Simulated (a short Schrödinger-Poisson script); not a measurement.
**Symmetric double-gate stack, SiO2 on p-type Si(110)**

System: symmetric double-gate stack, SiO2 on p-type Si(110), at 400 K.

| layer | material | thickness (nm) | Na (cm⁻³) |
|---|---|---|---|
| 1 | SiO2 | 2.5 | - |
| 2 | Si | 10 | 2e15 |
| 3 | SiO2 | 2.5 | - |

Constants are typed, rounded textbook-type inputs, not results; the design itself was drawn at random and stands for no fabricated device. SiO2: permittivity 3.9, conduction-band edge (eV) 3.15, gap (eV) 9, electron mass (mₑ) 0.5. Si: permittivity 11.7, conduction-band edge (eV) 0, gap (eV) 1.124, Nv at 300 K (cm⁻³) 3.1e19.

Channel valleys (confinement mass, in-plane density-of-states mass, number): Δ4 0.315, 0.324, 4; Δ2 0.19, 0.417, 2. At the gates, both at one voltage, the conduction-band edge of layer 1 lies 3.73 eV − eVg above the Fermi level of the channel. Gaps are held at their typed values at every temperature. Mesh 0.03 nm at interfaces.

Solved with a short Schrödinger-Poisson script written for these runs: 1D Poisson equation in equilibrium, electrons quantum, Hartree (BenDaniel-Duke, 12 states a valley, the channel's in-plane mass for all, wave functions free to enter the dielectric), parabolic valleys, classical holes, full ionisation, no traps, pinning or gate leakage.

| Vg (V) | electrons (cm⁻²) | C (μF/cm²) | Δ4 E0 (meV) | Δ4 E1 (meV) | Δ2 E0 (meV) | Δ2 E1 (meV) |
|---|---|---|---|---|---|---|
| 0 | 1.44e6 | < 0.003 | 591.0 | 623.5 | 597.1 | 647.9 |
| 0.1 | 2.62e7 | < 0.003 | 491.0 | 523.5 | 497.1 | 547.9 |
| 0.2 | 4.76e8 | < 0.003 | 391.0 | 423.6 | 397.1 | 447.9 |
| 0.3 | 8.50e9 | 0.0393 | 291.7 | 324.2 | 297.7 | 348.5 |
| 0.4 | 1.20e11 | 0.445 | 200.4 | 232.4 | 206.5 | 256.7 |
| 0.5 | 6.60e11 | 1.25 | 142.3 | 172.1 | 148.3 | 196.2 |
| 0.6 | 1.58e12 | 1.66 | 113.0 | 139.3 | 118.9 | 163.1 |
| 0.7 | 2.68e12 | 1.85 | 95.7 | 118.4 | 101.7 | 142.0 |
| 0.8 | 3.88e12 | 1.97 | 83.8 | 103.2 | 90.1 | 126.7 |
| 0.9 | 5.13e12 | 2.05 | 74.8 | 91.3 | 81.4 | 114.8 |
| 1 | 6.43e12 | 2.11 | 67.5 | 81.5 | 74.7 | 105.1 |
| 1.1 | 7.76e12 | 2.16 | 61.2 | 73.3 | 69.1 | 97.0 |
| 1.2 | 9.12e12 | 2.20 | 55.8 | 66.1 | 64.5 | 90.0 |
| 1.3 | 1.05e13 | 2.23 | 50.9 | 59.8 | 60.4 | 83.9 |
| 1.4 | 1.19e13 | 2.26 | 46.5 | 54.2 | 56.8 | 78.5 |
| 1.5 | 1.33e13 | 2.28 | 42.4 | 49.1 | 53.6 | 73.7 |
| 1.6 | 1.47e13 | 2.30 | 38.6 | 44.4 | 50.7 | 69.3 |
| 1.7 | 1.62e13 | 2.32 | 35.0 | 40.1 | 48.0 | 65.3 |
| 1.8 | 1.76e13 | 2.34 | 31.6 | 36.1 | 45.5 | 61.6 |
| 1.9 | 1.91e13 | 2.35 | 28.4 | 32.4 | 43.2 | 58.2 |
| 2 | 2.06e13 | 2.37 | 25.4 | 28.9 | 41.0 | 55.1 |

Subbands count from the Fermi level. The capacitance is that of both gates.
